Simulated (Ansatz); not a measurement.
CdSe under load (space group P6_3mc), r2SCAN with spin-orbit coupling, rigid bands (Ansatz, a first-principles code). Condition of this run: hydrostatic pressure of 1.4 GPa (compression positive) (the target of the relaxation). Band gap 1.11 eV, N_c = 9.23e17 cm⁻³ and N_v = 2.09e19 cm⁻³ at 300 K, conductivity masses along y (a = (4.26, 0.00, 0.00) Å; b = (-2.13, 3.69, 0.00) Å; c = (0.00, 0.00, 6.96) Å) of 0.116 mₑ (electrons) and 0.824 mₑ (holes). Take k_BT = 0.02585 eV.

Find the intrinsic carrier density and the intrinsic Fermi level.

n_i = √(N_c N_v) exp(−E_g/2k_BT) = 4.39e18 × exp(−21.47) = 2.1e9 cm⁻³. The level lies (k_BT/2) ln(N_v/N_c) = 40 meV from mid-gap (positive towards the conduction band). Each 0.1 eV added to the gap lowers n_i by a factor of 6.9.

What thermal injection velocity √(2k_BT/πm) limits a ballistic channel along the direction named?

1.58e7 cm/s for electrons and 5.93e6 cm/s for holes, a ratio of √(m_h/m_e) = 2.67, for dilute carriers.

A film of it is 8 nm thick, with its normal along the direction named. Estimate the confinement energies in an infinite well.

ħ²π²/(2m t²) = 0.376 eV·nm²/(m/mₑ × t²) gives 50.7 meV for electrons and 7.13 meV for holes, so the gap would widen to about 1.17 eV. Finite barriers and nonparabolic bands lower this, and with several valleys or bands the heaviest mass along the normal sets the lowest level, not this average.

Rigid bands with the computed gap; masses take one relaxation time for all states. Geometry: cell and atoms relaxed with PBEsol.
